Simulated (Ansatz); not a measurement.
**Ta: alloy series**

Start from Ta in the bcc (W type) structure (space group Im-3m, No. 229; a = 3.2819 Å).

The other end (x = 1) is W in the bcc (W type) structure (space group Im-3m, No. 229): 15.69 Å³/atom, gap zero.

W replaces a fraction x of Ta; each row is one arrangement (x, atoms in the cell, starting space group or random), fully relaxed.

Calculations: plane-wave PAW DFT at the PBEsol level (Ansatz, a program for electronic structure, 420 eV), scalar-relativistic without spin-orbit coupling.

```csv
W fraction x,volume per atom (Å³/atom)
0,17.675
"0.333 (P-3m1, 3 atoms)",16.880
"0.5 (P4/nmm, 4 atoms)",16.542
"0.5 (Imma, 4 atoms)",16.542
"0.667 (I4/mmm, 3 atoms)",?
1,15.692
```

Q: Fit V(x) = (1 − x) V(0) + x V(1) − b x(1 − x) with the ends held (b = 0 is Vegard's rule) to the rows shown and predict the withheld row.

A: Least squares on the printed values gives b = 0.58 Å³/atom, against 16.352 Å³/atom from the straight line alone (largest residual 0.006 Å³/atom); this predicts 16.224 Å³/atom, and the run gives 16.227 Å³/atom, 0.003 higher.

These are small ordered cells, not random alloys; other orderings at the same x differ. Stability against distortions was not tested. All final runs are without spin polarisation. An odd electron count without spin: TaW2.
